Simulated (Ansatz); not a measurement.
Results of rVV10 in Ansatz (plane waves, PAW) for quartz-high SiO₂ (high-temperature phase).

Numerical settings: plane-wave cutoff 520 eV, 12×12×6 k mesh (along the axes of the cell as run), Fermi–Dirac smearing 0.01 eV, scalar-relativistic PAW data made under PBE.

Shape and atoms are relaxed at each volume.

Pressure at four volumes; x = ln(V/13.926 Å³). One pressure is withheld.

| V (Å³/atom) | x | P (GPa) |
|---|---|---|
| 13.369 | -0.0408 | ? |
| 13.648 | -0.0202 | 2.73 |
| 13.926 | 0.0000 | 0.00 |
| 14.483 | 0.0392 | -4.92 |

Q: Pass a parabola P(x) through the three rows shown, estimate the bulk modulus and its pressure derivative near zero pressure, and predict the withheld pressure.

A: Slopes between the rows: (0.00 − (2.73))/(0.0000 − (-0.0202)) = -135.15 and (-4.92 − (0.00))/(0.0392 − (0.0000)) = -125.51 GPa. Their difference over the span 0.0594 is c = 9.64/0.0594 = 162.3 GPa, so P(x) = 2.73 + (-135.15)(x − (-0.0202)) + 162.3 (x − (-0.0202))(x − (0.0000)). At the middle row B = −dP/dx = −[-135.15 + 162.3 × 0.0202] = 131.9 GPa, and B′ = dB/dP = 2c/B = 2.5. At x = -0.0408 the parabola gives 5.65 GPa; the run gives 5.64 GPa. The Birch–Murnaghan fit to the energies at all volumes has B0 = 132 GPa and B′ = 2.4.

Note: symmetry holds this phase in the static calculation, where it need not be a minimum; held by symmetry at 0 K, a high-temperature phase can be a saddle point; the volume lies 5 % above that of the published cell; the bulk modulus comes from volumes at which shape and atoms were relaxed.

Ansatz is a first-principles code.
